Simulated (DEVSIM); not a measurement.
Device: abrupt Si n-p junction, at 300 K.

| layer (left to right) | material | thickness (μm) | Nd (cm⁻³) | Na (cm⁻³) | τn (s) | τp (s) |
|---|---|---|---|---|---|---|
| 1 | Si | 0.900 | 4.3e17 | - | 4.4e-7 | 4.4e-7 |
| 2 | Si | 0.350 | - | 2.6e15 | 4.4e-7 | 4.4e-7 |

Left contact: ohmic. Right contact: ohmic. Voltage is applied to the left contact. Recombination: SRH at mid-gap, Auger. Gap narrowing is on: ΔEg = 6.92 meV × (l + √(l² + 0.5)), l = ln(N/1.3e17 cm⁻³), shared equally by both band edges. Mobility is μmin + (μ − μmin)/(1 + (N/Nref)^α).

The device is made up for the run: typed textbook-type constants, with dimensions and the other settings drawn at random. Values at 300 K.

```
parameter           Si
-------------  -------
gap (eV)         1.124
affinity (eV)     4.05
permittivity      11.7
Nc (cm⁻³)      2.86e19
Nv (cm⁻³)       3.1e19
μn (cm²/Vs)       1417
μp (cm²/Vs)        470
μn,min              52
μp,min              45
Nref,n          9.7e16
Nref,p          2.2e17
αn                0.68
αp                0.72
Cn (cm⁶/s)     2.8e-31
Cp (cm⁶/s)     9.9e-32
```

Model (solved in DEVSIM): 1D drift-diffusion, Boltzmann statistics, complete ionisation; no tunnelling, impact ionisation, image-force lowering or self-heating.

Give the dark reverse current.


```tsv
V (V)	J (A/cm²)
0.10	1.7e-7
0.25	2.3e-7
0.50	3.0e-7
0.75	3.7e-7
1.00	4.4e-7
1.50	5.8e-7
2.00	7.2e-7
2.50	8.5e-7
3.25	1.1e-6
4.00	1.2e-6
5.00	1.5e-6
```
